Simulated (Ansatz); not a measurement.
BP (F-43m), Ansatz (a program for electronic structure) with r2SCAN with spin-orbit coupling, rigid bands: N_c = 4.01e19 cm⁻³ at 300 K and an electron conductivity mass of 0.323 mₑ.

### Question
For 1e17 electrons per cm³ at 300 K, place the Fermi level, estimate the Seebeck coefficient of a parabolic band with constant τ, and give mobility and conductivity for τ = 10 fs.

### Answer
The level lies k_BT ln(N_c/n) = 0.155 eV below the conduction-band minimum. S ≈ −(k_B/e)[ln(N_c/n) + 5/2] = -732 μV/K, against -730 μV/K from the full bands (mean over directions). μ = eτ/m = 54.5 cm²/(V·s) and σ = neμ = 0.872 S/cm. τ is assumed, not computed.

Band transport and this doping are assumed; polarons and phonon drag are left out.
